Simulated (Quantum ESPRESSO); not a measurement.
Troubleshooting Quantum ESPRESSO: a failed run on NiGe3 (Pm-3m, 4 atoms in the cell). The aim is a self-consistent single point with DFT, LDA (PZ), plane waves, PSlibrary ultrasoft (LDA) pseudopotentials.

Cell that was meant: a = 4.0278 Å, b = 4.0278 Å, c = 4.0278 Å, α = 90.00°, β = 90.00°, γ = 90.00°.

Part of the input:

```fortran
Ni    0.0000000000    0.0000000000    0.0000000000
Ge    0.0000000000    3.8057666855    3.8057666855
Ge    3.8057666855    0.0000000000    3.8057666855
Ge1    3.8057666855    3.8057666855    0.0000000000
K_POINTS {automatic}
6 6 6  0 0 0
CELL_PARAMETERS {bohr}
```

Log, with long lists cut:

```
     This program is part of the open-source Quantum ESPRESSO suite
     for quantum simulation of materials; please cite

 %%%%%%%%%%%%%%%%%%%%%%%%%%%%%%%%%%%%%%%%%%%%%%%%%%%%%%%%%%%%%%%%%%%%%%%%%%%%%%
     Error in routine read_cards (4):
     species Ge1 in ATOMIC_POSITIONS is nonexistent
 %%%%%%%%%%%%%%%%%%%%%%%%%%%%%%%%%%%%%%%%%%%%%%%%%%%%%%%%%%%%%%%%%%%%%%%%%%%%%%

     stopping ...
```

Problem. Read the log: what does the program object to, and what is the fix?

Solution. The fault is an atom label that is not in the list of species. Labels in the positions must match the species card. To fix it, correct the label. The program stopped before any SCF iteration.

An input that runs soundly differs in these lines (not the only fix; some lines may just follow from the change or write a value another way):
```diff
-Ge1    3.8057666855    3.8057666855    0.0000000000
+Ge    3.8057666855    3.8057666855    0.0000000000
```

With that input, the run converged in 15 iterations: free energy E − TS -1846.5360 eV; Fermi level (on the code's own zero) 8.76 eV; pressure -6.47 GPa (DFT, LDA (PZ), plane waves, PSlibrary ultrasoft (LDA) pseudopotentials).

On the sound input: the starting cell comes from a database of computed structures (which also holds hypothetical and non-ambient phases and stackings), without a prior relaxation at this level. Spin polarisation is off. With a pressure of about -6 GPa the cell is away from its equilibrium volume at this level.
